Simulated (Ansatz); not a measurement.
Cl on the 1x1 (111) surface of fcc Ag, one in a 1x1 cell, energies for each (7.5 Å²). Energies are against ½ Cl2(g), without zero-point or thermal terms; each row is named by its start.

All values below come from PBE (plane waves to 420 eV, PAW; Ansatz, a quantum-chemistry and plane-wave program).

Model: 5-atom slab, 7.1 Å thick at the start under the adsorbate (thin: gaps and levels are the slab's own), 12x12x1 mesh, Fermi-Dirac 0.1 eV, dipole correction, 2 atoms held, the rest relaxed; each run with such symmetry as its start has; no spin, no spin-orbit, no U, no dispersion correction.

A negative adsorption energy means that the adsorbate is more stable on the surface than in its reference. Heights count from the host atoms within 0.3 Å of the top one.

```csv
starting site,E_ads (eV),height (Å),nearest host atom (Å),bonded to,Δ work function (eV),lateral drift (Å)
top Ag,-0.10,2.49,Ag 2.49,Ag,2.15,0.0
hollow Ag-Ag-Ag over Ag at depth 2.4 Å,-0.14,2.15,Ag 2.74,3 Ag,1.99,0.0
hollow Ag-Ag-Ag over Ag at depth 4.7 Å,-0.14,2.15,Ag 2.73,3 Ag,1.98,0.0
bridge Ag-Ag (span 2.9 Å),-0.13,2.20,Ag 2.65,2 Ag,2.02,0.1
```
